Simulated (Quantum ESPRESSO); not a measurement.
Quantum ESPRESSO run on Sr4GaSn3 (Pmm2, 8 atoms in the cell): self-consistent single point.

Computed with PBEsol, PseudoDojo standard norm-conserving (PBESOL) pseudopotentials (plane waves; Quantum ESPRESSO).

```xyz
8
Lattice="4.5992 0.0000 0.0000 0.0000 4.9866 0.0000 0.0000 0.0000 12.1183" Properties=species:S:1:pos:R:3 pbc="T T T"
Sr     0.0000     0.0000     4.3696
Sr     0.0000     2.4933    10.4801
Sr     2.2996     2.4933     1.6368
Sr     2.2996     0.0000     7.7283
Ga     0.0000     0.0000     0.8946
Sn     0.0000     2.4933     6.9974
Sn     2.2996     2.4933     5.1150
Sn     2.2996     0.0000    11.2512
```

Reference input (self-consistent single point, DFT, PBEsol, plane waves, PseudoDojo standard norm-conserving (PBESOL) pseudopotentials): ecutwfc = 80 Ry; occupations = smearing; smearing = cold; degauss = 0.0036749 Ry; potentials = {Sr: Sr.upf, Ga: Ga.upf, Sn: Sn.upf}; K_POINTS = automatic 5 5 2 0 0 0; conv_thr = 1e-10 Ry. This run's input differs from it in these lines:

```diff
@@ -21,3 +21,3 @@
 &ELECTRONS
- conv_thr = 1.0d-10,
+ conv_thr = 1.0d-5,
 /
```

The program printed (abridged):

```
     Self-consistent Calculation

     iteration #  1     ecut=    80.00 Ry     beta= 0.70

     Threshold (ethr) on eigenvalues was too large:
     Diagonalizing with lowered threshold

     total energy              =    -898.58891608 Ry
     estimated scf accuracy    <       0.15894706 Ry

     iteration #  2     ecut=    80.00 Ry     beta= 0.70

     total energy              =    -898.50338324 Ry
     estimated scf accuracy    <       0.47964381 Ry

     iteration #  3     ecut=    80.00 Ry     beta= 0.70

     total energy              =    -898.55991378 Ry
     estimated scf accuracy    <       0.81821851 Ry

   [... 4 blocks of this kind left out ...]

     iteration #  8     ecut=    80.00 Ry     beta= 0.70
     Minimization algorithm failed to find Fermi energy: reverting to bisection
     Possible cause: smearing is larger than the electronic band-gap.

     total energy              =    -898.63593892 Ry
     estimated scf accuracy    <       0.00002687 Ry

     iteration #  9     ecut=    80.00 Ry     beta= 0.70
     Minimization algorithm failed to find Fermi energy: reverting to bisection
     Possible cause: smearing is larger than the electronic band-gap.
     End of self-consistent calculation

     the Fermi energy is     7.6938 ev

!    total energy              =    -898.63594349 Ry
     estimated scf accuracy    <       0.00000152 Ry
     smearing contrib. (-TS)   =       0.00013446 Ry
     internal energy E=F+TS    =    -898.63607795 Ry

     convergence has been achieved in   9 iterations

     Forces acting on atoms (cartesian axes, Ry/au):

     atom    1 type  1   force =     0.00000000    0.00000000    0.00022582
     atom    2 type  1   force =     0.00000000    0.00000000    0.00283432
     atom    3 type  1   force =     0.00000000    0.00000000   -0.00327830
     atom    4 type  1   force =     0.00000000    0.00000000   -0.00267020
     atom    5 type  2   force =     0.00000000    0.00000000   -0.00423762
   [... lines left out ...]
     Total force =     0.012586     Total SCF correction =     0.005793
   [... lines left out ...]
     SCF correction compared to forces is large: reduce conv_thr to get better values

          total   stress  (Ry/bohr**3)                   (kbar)     P=      -18.80
  -0.00014127   0.00000000   0.00000000          -20.78        0.00        0.00
   0.00000000  -0.00011562   0.00000000            0.00      -17.01        0.00
   0.00000000   0.00000000  -0.00012641            0.00        0.00      -18.60

   JOB DONE.
```

The run converged in 9 iterations. Against the reference run the free energy is nearly the same (within 1 meV/atom), the pressure moves little (-1.87 to -1.88 GPa) and the largest force goes from 0.175 to 0.221 eV/Å. The full log also holds: “SCF correction compared to forces is large: reduce conv_thr to get better values”.

The starting cell comes from a database of computed structures (which also holds hypothetical and non-ambient phases and stackings), without a prior relaxation at this level.

Cost on one core of a shared machine: roughly 8 min.
